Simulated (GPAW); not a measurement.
Input and output of a self-consistent single point for Be (P6_3/mmc, 2 atoms in the cell) (GPAW).

Method of the run: LDA (Perdew-Wang 92), GPAW PAW datasets LDA (gpaw-data 1.0.1) (plane waves; GPAW).

```xyz
2
Lattice="1.1450 -1.9832 0.0000 1.1450 1.9832 0.0000 0.0000 0.0000 3.5800" Properties=species:S:1:pos:R:3 pbc="T T T"
Be     1.1450     0.6611     0.8950
Be     1.1450    -0.6611     2.6850
```

Reference input (self-consistent single point, DFT PBE, plane waves, GPAW PAW datasets PBE (gpaw-data 1.0.1)): mode = pw; ecut = 800 eV; xc = PBE; kpts = 16 16 9; mesh shift (steps) = 0 0 0; occupations.name = fermi-dirac; occupations.width = 0.1 eV; nbands = -6; convergence.forces = 0.001 eV/Å; symmetry.symmorphic = false; symmetry.tolerance = 0.0005; maxiter = 120. This run's input differs from it in these lines:

```diff
@@ -13,3 +13,3 @@
 calc = GPAW(mode={'name': 'pw', 'ecut': 800},
-            xc='PBE',
+            xc='LDA',
             kpts={'size': (16, 16, 9), 'gamma': True},
```

Its files differ too (potentials: GPAW PAW datasets LDA (gpaw-data 1.0.1)).

The program printed (abridged):

```
     iter     time        total  log10-change:
                         energy   eigst   dens  force
iter:   1 --:--:--    -8.337419
iter:   2 --:--:--    -8.344001   -1.66  -1.30
iter:   3 --:--:--    -8.368297   -2.58  -1.32
iter:   4 --:--:--    -8.370786   -3.57  -1.92
iter:   5 --:--:--    -8.370942   -4.87  -2.52
iter:   6 --:--:--    -8.370946c  -6.19  -3.30
iter:   7 --:--:--    -8.370946c  -8.96c -4.24c
iter:   8 --:--:--    -8.370946c  -9.42c -4.64c -16.41c
Converged after 8 iterations.

Dipole moment: (0.000000, 0.000000, 0.000000) |e|*Ang

Energy contributions relative to reference atoms: (reference = -786.376892)

Kinetic:         +6.115869
Potential:       -2.595713
External:        +0.000000
XC:             -11.754838
Entropy (-ST):   -0.003117
Local:           -0.134706
SIC:             +0.000000
--------------------------
Free energy:     -8.372505
Extrapolated:    -8.370946

Showing only first 2 kpts
 Kpt  Band  Eigenvalues  Occupancy
  0     0     -4.01250    2.00000
  0     1      2.77840    2.00000
  0     2      8.35120    0.00000
  0     3     22.36358    0.00000

  1     0     -3.90693    2.00000
  1     1      2.18892    2.00000
  1     2      9.18668    0.00000
  1     3     22.45940    0.00000

Fermi level: 7.02873

No gap
No difference between direct/indirect transitions
Energy (eV): -8.370946

Forces in eV/Ang:
  0 Be    0.00000    0.00000    0.00000
  1 Be   -0.00000   -0.00000   -0.00000

Stress tensor:
     0.048088    -0.000000     0.000000
     0.000000     0.048088     0.000000
     0.000000     0.000000     0.041431
Stress (GPa, Voigt): [ 7.7045  7.7045  6.6379  0.      0.     -0.    ]
```

The run converged in 8 iterations. GPAW prints stress with tension positive. Against the reference run the pressure goes from -1.70 to -7.35 GPa.

The starting cell has typed, rounded lattice constants, without a prior relaxation at this level. With a pressure of about -7 GPa the cell is away from its equilibrium volume at this level.
